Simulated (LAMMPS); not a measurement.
MD of Cu (fcc) at zero pressure, 4000 atoms, as a liquid; each row is its own run.

Method: classical MD, pair style eam, the elements' _u3.eam files (universal-3 set of Foiles, Baskes and Daw), run in LAMMPS.

```csv
T (K),D(Cu) (cm²/s)
1220,2.47e-5
1360,3.43e-5
1700,6.38e-5
1900,7.89e-5
```

Question: Fit an Arrhenius law, ln y = a + b / x, to these rows (x is the first column, y the second) and predict the run at x = 1490.

Answer: Least squares gives a = -7.3201 and b = -4014. The slope times kB gives an activation energy of 0.35 eV. At x = 1490 the fit predicts 4.48e-5 cm²/s. The run itself gave (4.53 ± 0.06) × 10^-5 cm²/s, so the fit is 1.1 % low, within the run's error.

Caution (row 1220): this liquid lies under the melting point of about 1290 K that EAM-type universal-3 set of Foiles, Baskes and Daw gives, so it is undercooled.

Errors of D are the spread over four groups of atoms in one short run; a floor of about 5 %, a picked value, is safer.
